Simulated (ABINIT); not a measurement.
## A self-consistent single point of Ni3Pb2S2 (I2_13, 14 atoms in the cell) with ABINIT

Method: LDA (PW92), PAW (JTH v2.0 LDA PAW) (plane waves; ABINIT 10.0.3).

Input as run:

```
# Ni3(PbS)2, JTH v2.0 LDA PAW
pp_dirpath "./"
pseudos "Ni.LDA_PW-JTH.xml, Pb.LDA_PW-JTH.xml, S.LDA_PW-JTH.xml"
acell 6.9542099732 6.9542099732 6.9542099732 Angstrom
rprim
        -0.5773502692    0.5773502692    0.5773502692
         0.5773502692   -0.5773502692    0.5773502692
         0.5773502692    0.5773502692   -0.5773502692
natom 14
ntypat 3
znucl 28 82 16
typat 1 1 1 1 1 1 2 2 2 2 3 3 3 3
xcart
         3.7936393681   -0.1273145372    7.5872787363
         3.7936393681    0.1273145372    0.0000000000
         7.5872787363    3.7936393681   -0.1273145372
         0.0000000000    3.7936393681    0.1273145372
        -0.1273145372    7.5872787363    3.7936393681
         0.1273145372    0.0000000000    3.7936393681
        -3.7391627068    3.7391627068   11.3264414431
        11.3264414431   -3.7391627068    3.7391627068
         3.8481160295    3.8481160295    3.8481160295
         3.7391627068   11.3264414431   -3.7391627068
        -0.2273148709    0.2273148709    7.8145936072
         7.8145936072   -0.2273148709    0.2273148709
         7.3599638653    7.3599638653    7.3599638653
         0.2273148709    7.8145936072   -0.2273148709
ecut 60 Ry
pawecutdg 120 Ry
occopt 3
tsmear 0.1 eV
nband 115
kptopt 1
ngkpt 3 3 3
nshiftk 1
shiftk 0.5 0.5 0.5
nstep 60
toldfe 1.0e-09
prtwf 0
prtden 0
prtvol 1
enunit 1
```

The program printed (abridged):

```
 Symmetries : space group I2_1 3 (#199); Bravais cI (body-center cubic)

 -outvars: echo values of preprocessed input variables --------
            acell      1.3141552320E+01  1.3141552320E+01  1.3141552320E+01 Bohr
             ecut      3.00000000E+01 Hartree
           enunit           1
              ixc       -1012
         kptrlatt        3    0    0      0    3    0      0    0    3
          kptrlen      3.94246570E+01
            natom          14
            nband         115
            ngfft          72      72      72
          ngfftdg          96      96      96
             nkpt           4
            nstep          60
             nsym          12
           ntypat           3
           occopt           3
        pawecutdg      6.00000000E+01 Hartree
            rprim     -5.7735026920E-01  5.7735026920E-01  5.7735026920E-01
                       5.7735026920E-01 -5.7735026920E-01  5.7735026920E-01
                       5.7735026920E-01  5.7735026920E-01 -5.7735026920E-01
           shiftk      5.00000000E-01  5.00000000E-01  5.00000000E-01
          spgroup         199
           toldfe      1.00000000E-09 Hartree
           tsmear      3.67493254E-03 Hartree
            typat      1  1  1  1  1  1  2  2  2  2  3  3  3  3
           useylm           1
             xred      4.9160999784E-01  7.4999999780E-01  2.4160999784E-01
                       8.3899977679E-03  2.4999999780E-01  2.5838999777E-01
                       2.4160999784E-01  4.9160999784E-01  7.4999999780E-01
                       2.5838999777E-01  8.3899977679E-03  2.4999999780E-01
                       7.4999999780E-01  2.4160999784E-01  4.9160999784E-01
                       2.4999999780E-01  2.5838999777E-01  8.3899977679E-03
                       9.9281999564E-01  4.9999999780E-01 -2.1956142275E-09
                      -2.1956142275E-09  9.9281999564E-01  4.9999999780E-01
   [... lines left out ...]
                       9.7003999794E-01  9.7003999794E-01  9.7003999794E-01
                       4.9999999780E-01 -2.1956142413E-09  5.2995999767E-01
            znucl       28.00000   82.00000   16.00000

== DATASET  1 ==================================================================

 Real(R)+Recip(G) space primitive vectors, cartesian coordinates (Bohr,Bohr^-1):
 R(1)= -7.5872788  7.5872788  7.5872788  G(1)=  0.0000000  0.0658998  0.0658998
 R(2)=  7.5872788 -7.5872788  7.5872788  G(2)=  0.0658998  0.0000000  0.0658998
 R(3)=  7.5872788  7.5872788 -7.5872788  G(3)=  0.0658998  0.0658998  0.0000000
 Unit cell volume ucvol=  1.7471014E+03 bohr^3
 Angles (23,13,12)=  1.09471221E+02  1.09471221E+02  1.09471221E+02 degrees

 Coarse grid specifications (used for wave-functions):

 getcut: wavevector=  0.0000  0.0000  0.0000  ngfft=  72  72  72
         ecut(hartree)=     30.000   => boxcut(ratio)=   2.22208

 Fine grid specifications (used for densities):

 getcut: wavevector=  0.0000  0.0000  0.0000  ngfft=  96  96  96
         ecut(hartree)=     60.000   => boxcut(ratio)=   2.09500

   4.32558119E+04                                ecore*ucvol(ha*bohr**3)

_setup2: Arith. and geom. avg. npw (full set) are   13730.074   13730.065
--- !BeginCycle
solver: {iscf: 17, nstep: 60, nline: 4, wfoptalg: 10, }
tolerances: {toldfe: 1.00E-09, }
...

     iter   Etot(hartree)      deltaE(h)  residm     nres2
 ETOT  1  -1211.4354576633    -1.211E+03 5.478E+01 7.371E+03
 ETOT  2  -1354.6699909330    -1.432E+02 5.708E+00 1.771E+04
 ETOT  3  -1322.7918096242     3.188E+01 7.817E-01 5.412E+03
 ETOT  4  -1317.7538165463     5.038E+00 3.057E-01 2.482E+03
 ETOT  5  -1315.7838374898     1.970E+00 2.567E-01 1.833E+03
 ETOT  6  -1313.9689066078     1.815E+00 5.930E-02 5.886E+02
   [... 16 lines left out ...]
 ETOT 23  -1313.2445921965     3.227E-07 5.713E-04 1.074E-04
 ETOT 24  -1313.2445921473     4.920E-08 5.228E-04 1.975E-05
 ETOT 25  -1313.2445921286     1.872E-08 2.258E-04 1.288E-06
 ETOT 26  -1313.2445921291    -5.864E-10 6.117E-04 2.518E-07
 ETOT 27  -1313.2445921292    -3.865E-12 2.588E-04 4.031E-08
 At SCF step   27, etot is converged :
  for the second time, diff in etot=  3.865E-12 < toldfe=  1.000E-09

 Cartesian components of stress tensor (hartree/bohr^3)
  sigma(1 1)=  2.98060775E-04  sigma(3 2)=  0.00000000E+00
  sigma(2 2)=  2.98060775E-04  sigma(3 1)=  0.00000000E+00
  sigma(3 3)=  2.98060775E-04  sigma(2 1)=  0.00000000E+00

 ----iterations are completed or convergence reached----

 reduced coordinates (array xred) for   14 atoms
       0.491609997841      0.749999997804      0.241609997841
       0.008389997768      0.249999997804      0.258389997768
       0.241609997841      0.491609997841      0.749999997804
       0.258389997768      0.008389997768      0.249999997804
       0.749999997804      0.241609997841      0.491609997841
       0.249999997804      0.258389997768      0.008389997768
       0.992819995637      0.499999997804     -0.000000002196
      -0.000000002196      0.992819995637      0.499999997804
       0.507179999972      0.507179999972      0.507179999972
       0.499999997804     -0.000000002196      0.992819995637
       0.529959997671      0.499999997804     -0.000000002196
      -0.000000002196      0.529959997671      0.499999997804
       0.970039997938      0.970039997938      0.970039997938
       0.499999997804     -0.000000002196      0.529959997671
 cartesian forces (eV/Angstrom) at end:
    1      0.00000000000000    -0.09156273035714     0.00000000000000
    2      0.00000000000000     0.09156273035714     0.00000000000000
    3      0.00000000000000     0.00000000000000    -0.09156273035714
    4      0.00000000000000     0.00000000000000     0.09156273035714
    5     -0.09156273035714     0.00000000000000     0.00000000000000
    6      0.09156273035714     0.00000000000000     0.00000000000000
    7     -0.04945188357820     0.04945188357820     0.04945188357820
    8      0.04945188357820    -0.04945188357820     0.04945188357820
    9     -0.04945188357820    -0.04945188357820    -0.04945188357820
   10      0.04945188357820     0.04945188357820    -0.04945188357820
   11      0.15334822092091    -0.15334822092091    -0.15334822092091
   [... lines left out ...]
 Fermi (or HOMO) energy (eV) =   7.92634   Average Vxc (eV)= -10.86910
   [... lines left out ...]
   5.86271    5.90559    5.92407    6.19339    6.20494    6.21273    6.36987    6.42318
   6.49862    6.51152    6.52285    6.60808    6.64859    6.72297    6.76253    6.99438
   7.13783    7.19111    7.30023    7.40788    7.51170    7.85302    8.45233    8.76325
   9.44840    9.61733    9.88633    9.98774   10.33729   10.33861   10.51379   10.99532
  11.06036   11.18811   13.18968   13.33796   13.55301   13.60295   13.93728   14.59585
  14.69219   14.81672   15.17394
 prteigrs : prtvol=0 or 1, do not print more k-points.

--- !EnergyTerms
comment             : Components of total free energy in Hartree
kinetic             :  2.12599039619945E+02
hartree             :  4.93478628372246E+02
xc                  : -6.43969786168652E+01
Ewald energy        : -6.99212976705641E+02
psp_core            :  2.47586153889911E+01
local_psp           : -1.34215151475263E+03
spherical_terms     :  6.16873450701835E+01
internal            : -1.31323784162377E+03
'-kT*entropy'       : -6.63015612621794E-03
total_energy        : -1.31324447177989E+03
total_energy_eV     : -3.57351994236257E+04
...

-Cartesian components of stress tensor (GPa)         [Pressure= -8.7692E+00 GPa]
- sigma(1 1)=  8.76924928E+00  sigma(3 2)=  0.00000000E+00
- sigma(2 2)=  8.76924928E+00  sigma(3 1)=  0.00000000E+00
- sigma(3 3)=  8.76924928E+00  sigma(2 1)=  0.00000000E+00

 Calculation completed.
```

The run converged in 27 iterations.

The starting cell comes from a database of computed structures (which also holds hypothetical and non-ambient phases and stackings), without a prior relaxation at this level. Spin polarisation is off, so a magnetic state, if there is one, cannot be reached. With a pressure of about -9 GPa the cell is away from its equilibrium volume at this level.

These are the values that this program gave, and no reference: the one-centre exchange-correlation terms come from a truncated expansion.

Cost on one core of a shared machine: roughly 20 min.
